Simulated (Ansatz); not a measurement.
**Hypothetical CsCl type NbAs: pressure series**

The parent structure is NbAs in the CsCl type structure (space group Pm-3m, No. 221; a = 3.218 Å; a hypothetical phase, not in the database extracts checked).

Cell and atoms are relaxed at each pressure.

The values are results of PBE (Ansatz, a program for electronic structure; PAW; 420 eV plane waves; no SOC), not measurements.

```csv
pressure (GPa),volume per atom (Å³/atom)
-2,16.868
-1,16.763
0,16.660
0.3,16.630
0.7,16.590
3,16.373
5,16.195
7.5,?
10,15.793
```

### Question
Fit the third-order Birch–Murnaghan form P(V) = (3B₀/2)[(V₀/V)^(7/3) − (V₀/V)^(5/3)]·[1 + (3/4)(B₀′ − 4)((V₀/V)^(2/3) − 1)] (squares taken in P) to the rows shown and predict the withheld row.

### Answer
Least squares on the printed values gives V₀ = 16.660 Å³/atom, B₀ = 166 GPa, B₀′ = 4.5; this predicts 15.987 Å³/atom, and the run gives 15.987 Å³/atom, in agreement.

Load acts through the strain it causes; cell and atoms are relaxed under it. Stability against distortions was not tested. Competing high-pressure phases were not computed. The final runs are not spin-polarised.
